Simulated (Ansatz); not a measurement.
# Thermal expansion of zinc blende AlN

Method: quasi-harmonic approximation, PBEsol density-functional theory in Ansatz (plane waves, PAW); phonon mesh 5×5×5, k mesh 10×10×10. The cell is a database entry relaxed within its symmetry; it need not be the phase found at ambient conditions. Dynamical quadrupoles are not included in the interpolation of the phonons between the solved wave vectors.

```csv
T (K),α_L (10⁻⁶/K),C_P (J/mol/K),bulk modulus B_T (GPa),γ
100,0.2,6.1,196,0.28
200,1.7,20.1,196,0.63
300,3.3,31.0,195,0.79
400,4.3,37.6,193,0.86
500,5.0,41.5,192,0.89
600,5.4,44.0,190,0.91
700,5.8,45.7,189,0.93
800,6.0,46.8,187,0.94
900,6.2,47.7,186,0.94
1000,6.3,48.4,184,0.95
```

| Property | Value |
|---|---|
| conventional lattice constants at 300 K | a = 4.391 Å |
| entropy at 300 K | 21.2 J/(mol K) |
| adiabatic bulk modulus at 300 K | 195 GPa |
| bulk modulus without vibrations | 201 GPa |
| zero-point volume expansion | 0.82 % |

Values include zero-point motion; explicit anharmonicity at fixed volume is left out.

No phase change or melting is allowed for: the numbers belong to this structure as given.

The PAW data sets were generated under PBE and serve the other functionals too.

Ansatz is a quantum-chemistry and plane-wave program.
